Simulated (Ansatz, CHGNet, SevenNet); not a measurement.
**CoPtO2 (R-3m, No. 166, 4 atoms in the cell; start mp-19210): properties by level of theory**

| level (code) | lattice parameter a (Å) | c axis length (Å) |
|---|---|---|
| CHGNet 0.3.0 | 2.865 | 18.130 |
| SevenNet-l3i5 | 2.853 | 17.973 |
| PBE (Ansatz) | 2.854 | 17.898 |

Caveats: the relaxation could not lower the start's symmetry, so the cell can be a saddle point above a distorted one (CHGNet 0.3.0, SevenNet-l3i5, PBE). Ansatz's density-functional and Hartree–Fock values are scalar-relativistic unless marked +SOC, with PAW data made under PBE.

The crystal itself was run without spin with PBE; a magnetic state was not tried in these runs.

Computed values are for the static lattice.

A start named mp-… is a Materials Project structure, which need not be a measured phase.

Ansatz is a program for electronic structure.
